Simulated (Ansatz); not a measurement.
Worked example: self-consistent single point of BaCdSbF (P1, 8 atoms in the cell) in Ansatz (a quantum-chemistry and plane-wave program).

Method: PBEsol, PAW files made with PBE (plane waves; Ansatz).

The change in words: atoms moved at random. Reference geometry:
```xyz
8
Lattice="4.6326 0.0000 0.0000 0.0000 4.6326 0.0000 0.0000 0.0000 9.8064" Properties=species:S:1:pos:R:3 pbc="T T T"
Ba     0.0000     2.3163     6.2809
Ba     2.3163     0.0000     3.5255
Cd     2.3163     2.3163     0.0000
Cd     0.0000     0.0000     0.0000
Sb     0.0000     2.3163     1.8104
Sb     2.3163     0.0000     7.9960
F      2.3163     2.3163     4.9032
F      0.0000     0.0000     4.9032
```

Reference input (self-consistent single point, DFT, PBEsol, plane waves, PAW files made with PBE): kpoints.mp_grid.grid = 3 3 2; hamiltonian.xc = pbesol; hamiltonian.pseudopotentials = {kind: paw} (the program's default PAW files); scf.occupations.method = fermi_dirac; scf.occupations.width = 0.01 eV. This run's input differs from it in these lines:

Ansatz 0.2 input:
```diff
@@ -6,10 +6,10 @@
   atoms:
-    - { symbol: Ba, position: [0.000000, 0.500000, 0.640490] }
-    - { symbol: Ba, position: [0.500000, 0.000000, 0.359510] }
-    - { symbol: Cd, position: [0.500000, 0.500000, 0.000000] }
-    - { symbol: Cd, position: [0.000000, 0.000000, 0.000000] }
-    - { symbol: Sb, position: [0.000000, 0.500000, 0.184610] }
-    - { symbol: Sb, position: [0.500000, 0.000000, 0.815390] }
-    - { symbol: F, position: [0.500000, 0.500000, 0.500000] }
-    - { symbol: F, position: [0.000000, 0.000000, 0.500000] }
+    - { symbol: Ba, position: [-0.002117, 0.504043, 0.640204] }
+    - { symbol: Ba, position: [0.493299, 0.012349, 0.361245] }
+    - { symbol: Cd, position: [0.504953, 0.475786, -0.001160] }
+    - { symbol: Cd, position: [-0.003275, -0.000251, 0.000393] }
+    - { symbol: Sb, position: [0.009532, 0.502153, 0.189334] }
+    - { symbol: Sb, position: [0.489798, 0.011004, 0.815657] }
+    - { symbol: F, position: [0.511305, 0.500079, 0.496689] }
+    - { symbol: F, position: [-0.003495, -0.005164, 0.497638] }
 kpoints:
```

Output, abridged:

```
SCF iter   1: F=—  HF=-42551.174567 eV  |F-HF|=—  |Δ(HF+E_count)|=         —  Δρ=3.68e-1  dr2=4.97e2  ethr=3.10e-3  ⟨swp⟩=9.3  Hψ=2946  notcnv=0  defer=1
all-band conjugate gradients solve this SCF's bands
preconditioner: auto → Resta (q_TF=auto, 2.426 Å⁻¹)
SCF iter   2: F=—  HF=-42521.065669 eV  |F-HF|=—  |Δ(HF+E_count)|=    3.01e1  Δρ=4.81e-2  dr2=6.94e0  ethr=3.10e-3  ⟨swp⟩=4.3  Hψ=1329  notcnv=0  defer=46
   [... lines left out ...]
SCF iter   9: F=—  HF=-42519.552414 eV  |F-HF|=—  |Δ(HF+E_count)|=   8.73e-4  Δρ=2.81e-4  dr2=3.48e-4  ethr=3.81e-6  ⟨swp⟩=3.7  Hψ=913  notcnv=0  defer=52
SCF iter  10: F=—  HF=-42519.552343 eV  |F-HF|=—  |Δ(HF+E_count)|=   7.07e-5  Δρ=5.20e-5  dr2=4.31e-6  ethr=3.34e-7  ⟨swp⟩=2.5  Hψ=927  notcnv=0  defer=49
SCF iter  11: F=—  HF=-42519.552473 eV  |F-HF|=—  |Δ(HF+E_count)|=   1.30e-4  Δρ=1.91e-5  dr2=5.69e-7  ethr=4.14e-9  ⟨swp⟩=2.0  Hψ=1030  notcnv=0  defer=49
SCF iter  12: F=-42519.552473 eV  HF=-42519.552473 eV  |F-HF|=3.00e-8  |Δ(HF+E_count)|=   4.82e-8  Δρ=6.69e-6  dr2=6.92e-8  ethr=9.62e-11  ⟨swp⟩=14.9  Hψ=3591  notcnv=0
SCF 1 converged in 12 iterations: F = -42519.552473 eV  dr2 = 6.92e-8
Free energy (F): -42519.552473 eV
Internal energy: -42519.552473 eV  (E = F + TS)
E sigma→0 (E₀):  -42519.552473 eV
Entropy (-TS):   -0.000000 eV (-0.000 meV/atom)
Fermi energy:    9.762264 eV
--- Forces (eV/Å), atoms counted from 1 ---
  atom   1  Ba     0.00636620    -0.00144434    -0.05386148
  atom   2  Ba     0.12646100    -0.16976909    -0.10135998
  atom   3  Cd     0.00708332     0.45873309     0.27455094
  atom   4  Cd    -0.03196803    -0.12816850     0.12542381
  atom   5  Sb     0.03600095    -0.00660824    -0.23555159
  atom   6  Sb    -0.03522795    -0.32722112    -0.25121599
  atom   7  F     -0.13335588     0.07735815     0.13141674
  atom   8  F      0.02464840     0.09711505     0.11054866
--- Stress (GPa, compression-positive) ---
       -2.117162       0.013682       0.245752
        0.013682      -1.790052       0.314285
        0.245752       0.314284      -2.155659
  P = ⅓ Tr σ = -2.0210 GPa (-20.210 kbar)
  The stress holds the Pulay correction. Without it, at fixed plane waves, as pw.x and ABINIT print it: P = -2.1104 GPa
```

The run converged in 12 iterations. Against the reference run the free energy goes up by 5.9 meV/atom, the pressure stays near -2.02 GPa while the yy stress (positive for compression) goes from -2.14 to -1.79 GPa, the largest force goes from 0.127 to 0.535 eV/Å and the gap on the mesh goes from 0.164 to 0.285 eV.

The starting cell comes from a database of computed structures (which also holds hypothetical and non-ambient phases and stackings), without a prior relaxation at this level. For this run, on top of that: atoms moved at random. Spin-orbit coupling is off. Ansatz's pressure includes its estimate of the finite-basis (Pulay) stress.
